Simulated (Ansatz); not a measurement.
Hf, element substitutions

The parent structure is Hf in the hcp (Mg type) structure (space group P6_3/mmc, No. 194).

```
CELL_PARAMETERS angstrom
      3.15898     0.00000     0.00000
     -1.57949     2.73576     0.00000
      0.00000     0.00000     4.99983
ATOMIC_POSITIONS crystal
  Hf 0.33333 0.66667 0.75000
  Hf 0.66667 0.33333 0.25000
```

Each row replaces one element on all its sites; cell and atoms are relaxed.

All numbers come from Ansatz (a program for electronic structure), PBEsol, PAW, cutoff 420 eV, spin-orbit coupling left out, earlier PAW set.

| variant | density | c/a ratio |
|---|---|---|
| base | 13.72 g/cm³ | 1.583 |
| Hf → Ta | 16.59 g/cm³ | ___ |
| Hf → Sm | ___ | 1.611 |
| Hf → Ti | ___ | 1.583 |

Q: Some entries are withheld; estimate them.

A: 
- Hf → Ta, c/a ratio: 1.777
- Hf → Sm, density: 7.17 g/cm³
- Hf → Ti, density: 4.75 g/cm³

Other magnetic orders, which the real material may have, were not ruled out. The 4f electrons are in the valence with no U and their state was not checked, so volumes and moments can be off. Whether these cells are dynamically stable was not tested. For Ta in this form, whether it has been made was not checked. Spin-polarised in the final run: Sm; the other runs are not. This is not the structure that Ta has at room temperature and ambient pressure. This is not the structure that Sm has at room temperature and ambient pressure.
